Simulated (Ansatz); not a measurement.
Take SiO2 in the rutile structure (space group P4_2/mnm, No. 136; a = 4.236 Å, c = 2.690 Å) as the base.

The values are results of plane-wave PAW DFT at the PBE level (Ansatz, an electronic-structure program, 420 eV), spin-orbit coupling left out, earlier PAW set, not measurements.

Before the change:

```
Quantity                           Result
----------------------------  -----------
Gap between the host's bands      5.05 eV
Gap character                 direct at Γ
```

One thing is altered: hole doping at 1.0×10^22 cm⁻³ (0.483 per cell), with a uniform compensating background at fixed cell and a 300 K Fermi–Dirac width.

### Question
Estimate the effect on the Fermi level from band edge.

### Answer
The Fermi level relative to the doped band's edge (positive inside the band; to 0.05 eV) amounts to +0.85 eV.

### Question
What happens to the gap between the host's bands?

### Answer
The gap between the host's bands goes up by 0.20 eV to 5.25 eV.

### Question
What does the calculation give for the gap character after the change?

### Answer
The gap character is still direct at Γ.

Charged cell with a jellium background: band edges are those of the host's band count, energies are not comparable with the neutral cell, and many-body gap narrowing is missing. Stability against distortions was not tested.
